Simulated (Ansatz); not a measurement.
A periodic model of amorphous Si26O36C8:

```xyz
70
Lattice="10.2678 0.0000 0.0000 0.0000 10.2678 0.0000 0.0000 0.0000 10.2678" Properties=species:S:1:pos:R:3 pbc="T T T"
Si     7.7957     7.9719     9.5025
Si    10.0742     3.0067     3.9983
Si     5.8231     4.8667     5.3967
Si     4.1054     1.2944     1.5431
Si     9.9232     3.6637     1.7990
Si     2.4031     1.2305     6.2065
Si     3.3356     8.6656     2.2780
Si     0.9514     2.3849     9.5913
Si     1.1303     1.6658     2.5312
Si     8.5201     8.9018     5.0993
Si     0.1021     4.0864     7.1388
Si     6.6178     4.1823     2.5732
Si     4.2389     7.3594     8.9517
Si     2.0888     5.1154     8.9839
Si     8.1756     6.3561     6.7282
Si     4.1167    10.0597     7.1791
Si     7.6531     0.6465     0.5272
Si     0.9690     9.9414     3.7864
Si     6.0946     1.2268     2.9272
Si     8.6344     6.0777     1.2774
Si     0.2340     7.3805     0.1188
Si     2.3175     9.6871     9.7729
Si     2.8765     7.8329     6.6163
Si     5.5148     9.1741     4.5334
Si     6.3633     2.2263     7.1164
Si     6.2040     2.5219    10.1919
O      8.9941     7.6372     5.9973
O      9.2829     0.9632     0.5650
O      3.5392     5.8279     8.8742
O      9.7205     9.3274     4.0840
O      7.3604     5.4939     5.6051
O      9.2298     5.2514     7.3702
O      8.1419     0.1610     5.9173
O      0.0135     2.8162     8.2570
O      7.0717     8.5847     4.4329
O      1.1103     6.1740     9.7513
O      2.0148     3.6446     9.7681
O      1.2796     8.6842     0.3281
O      9.2303     4.6480     0.6400
O      3.3737     9.9658     1.0615
O      5.7160     0.5617     4.3825
O      1.5348     4.8090     7.4644
O      6.2397     3.8331     0.9830
O      1.5942     0.1228     5.2400
O      6.9173     2.6388     3.1417
O      7.3985     9.5247     9.9239
O      5.2762     0.9862     7.4309
O      4.7023     8.8400     3.1275
O      2.7733     1.9509     2.2144
O      7.7930     5.3720     2.5493
O      4.8628     6.2317     5.6141
O      9.4347     7.9535     9.2749
O      4.5611     7.3967     0.3562
O      5.5791     4.7036     3.7205
O      3.2583     5.9524     1.5693
O      0.0026     3.5712     5.5591
O      4.6392     1.9052     0.1201
O      6.4608     2.9766     8.6378
O      1.9765     8.7669     3.1636
O      1.7538     0.9192     9.3567
O      7.4919     6.9585     0.5172
O      7.1211     0.2672     2.0644
C      3.3267     8.9212     8.4800
C      4.8082     7.2323     6.6080
C      4.6519     8.6633     6.0521
C     10.2456     1.9782     0.9702
C      7.8299     0.7164     7.0176
C      3.6628     7.0650     1.3337
C      7.0540     7.1729     7.9932
C      5.7026     7.2755     7.8084
```

These are PBE, scalar-relativistic without spin-orbit coupling (plane waves to 420 eV, PAW; Ansatz, a quantum-chemistry and plane-wave program) values and carry that method's errors.

It comes from a melt-quench run on a machine-learned potential (CHGNet), relaxed afterwards by DFT. O atoms were pushed apart under 1.9 Å during the dynamics, to hinder bonds among them. The hot cell started wider than the set density and was brought back towards it in steps. It is the lowest in DFT energy of 2 quenches. It is a model cell: composition and starting density were chosen by hand, and all elements were melted together. No dispersion term was used. Its density started from a set value of 2.15 and ended at 2.15 g/cm³. Cooling (nominally 810 K/ps over its main leg) ran many orders faster than in experiment, which tends to leave more defects and strain. One small periodic cell is one sample of the glass; other quenches scatter about these values. The volume was held where the preparation left it, at a PBE pressure of -2.9 GPa (tension). Stress components on the final sampling reach 4.4 GPa.

Cut-offs for bonds: Si-Si 2.60 Å, Si-O 2.04 Å, Si-C 2.19 Å, O-O 1.58 Å, O-C 1.64 Å, C-C 1.78 Å. Two cations that share two anions don't count as bonded, nor two that share one unless they lie closer than Si-Si 2.38 Å, Si-C 2.00 Å, C-C 1.63 Å.

Question: Give the coordination numbers, mean bond lengths and angles.

Answer: 
- Mean coordination of Si: 3.77 (2 with 2, 3 with 3, 20 with 4, 1 with 5)
- Mean coordination of O: 2.00 (1 with 1, 34 with 2, 1 with 3)
- Mean coordination of C: 3.25 (1 with 2, 4 with 3, 3 with 4)
- Mean Si-O bond: 1.670 Å (spread 0.045 Å, 67 counted)
- Mean Si-Si bond: 2.438 Å (spread 0.090 Å, 8 counted)
- Mean Si-C bond: 1.917 Å (spread 0.082 Å, 15 counted)
- Mean C-C bond: 1.470 Å (spread 0.074 Å, 3 counted)
- Bond angle at Si: mean 107.7°, spread 16.0°
- Bond angle at O: mean 137.3°, spread 14.7°
- Bond angle at C: mean 112.9°, spread 17.5°

Question: Which atoms depart from the most common coordination of their element?

Answer: Si2 has 3 (O56 1.67 Å, Si5 2.30 Å, Si9 2.39 Å); Si3 has 3 (O31 1.67 Å, O51 1.68 Å, O54 1.70 Å); Si6 has 2 (O44 1.68 Å, Si16 2.44 Å); Si9 has 5 (O49 1.70 Å, C66 1.97 Å, Si18 2.36 Å, Si2 2.39 Å, Si5 2.59 Å); Si23 has 2 (C64 2.02 Å, C65 2.04 Å; Si16 at 2.61 Å just beyond; C63 at 2.20 Å just beyond); Si25 has 3 (O47 1.68 Å, O58 1.70 Å, C67 2.11 Å); O40 has 3 (Si7 1.78 Å, Si4 1.82 Å, Si22 1.90 Å); O55 has 1 (C68 1.21 Å); C64 has 4 (O51 1.41 Å, C70 1.50 Å, C65 1.54 Å, Si23 2.02 Å); C65 has 4 (C64 1.54 Å, Si24 1.82 Å, Si16 1.87 Å, Si23 2.04 Å); C66 has 4 (O28 1.46 Å, Si5 1.91 Å, Si8 1.96 Å, Si9 1.97 Å); C67 has 2 (O33 1.27 Å, Si25 2.11 Å).
